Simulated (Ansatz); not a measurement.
The reference is Si (space group Cmcm, No. 63; a cell from a computed database, its experimental status unchecked).

```cif
data_Si24
_chemical_formula_sum 'Si24'
_space_group_name_H-M_alt 'Cmcm'
_space_group_IT_number 63
_space_group_name_Hall '-C 2c 2'
_cell_length_a 3.82505
_cell_length_b 10.69464
_cell_length_c 12.65255
_cell_angle_alpha 90.000
_cell_angle_beta 90.000
_cell_angle_gamma 90.000
loop_
_space_group_symop_operation_xyz
  'x, y, z'
  '-x, -y, -z'
  '-x, -y, z+1/2'
  'x, y, -z+1/2'
  'x, -y, -z'
  '-x, y, z'
  '-x, y, -z+1/2'
  'x, -y, z+1/2'
  'x+1/2, y+1/2, z'
  '-x+1/2, -y+1/2, -z'
  '-x+1/2, -y+1/2, z+1/2'
  'x+1/2, y+1/2, -z+1/2'
  'x+1/2, -y+1/2, -z'
  '-x+1/2, y+1/2, z'
  '-x+1/2, y+1/2, -z+1/2'
  'x+1/2, -y+1/2, z+1/2'
loop_
_atom_site_label
_atom_site_type_symbol
_atom_site_symmetry_multiplicity
_atom_site_Wyckoff_symbol
_atom_site_fract_x
_atom_site_fract_y
_atom_site_fract_z
_atom_site_occupancy
Si1 Si 8 f 0.00000 0.24300 0.55488 1
Si2 Si 8 f 0.00000 0.57122 0.15718 1
Si3 Si 8 f 0.00000 0.02881 0.59063 1
```
(The calculation used a cell of 12 atoms; values per cell refer to that cell.)

All numbers come from PBEsol in Ansatz (plane waves to 420 eV, PAW, spin-orbit coupling left out).

Before the change:

* **Hole mass**: 0.14 mₑ along a, 0.42 mₑ along b, 2.0 mₑ along c (at Y)
* **Smallest direct gap**: 0.49 eV
* **Band gap**: 0.39 eV

Perturbation: a negative pressure, −2 GPa.

Question: Estimate the effect on the hole mass.

Answer: The hole mass goes from 0.14 mₑ along a, 0.42 mₑ along b, 2.0 mₑ along c (at Y) to 0.14 mₑ along a, 0.43 mₑ along b, 2.0 mₑ along c (at Y).

Question: Estimate the effect on the smallest direct gap.

Answer: The smallest direct gap rises by 0.05 eV (0.49 eV → 0.54 eV).

Question: Predict the new band gap.

Answer: The band gap increases by 0.05 eV (0.39 eV → 0.44 eV).

Load acts through the strain it causes; cell and atoms are relaxed under it. Effective masses come from finite differences of ±0.01 Å⁻¹. Whether these cells are dynamically stable was not tested. This is not the structure that Si has at room temperature and ambient pressure.

Ansatz is a first-principles code.
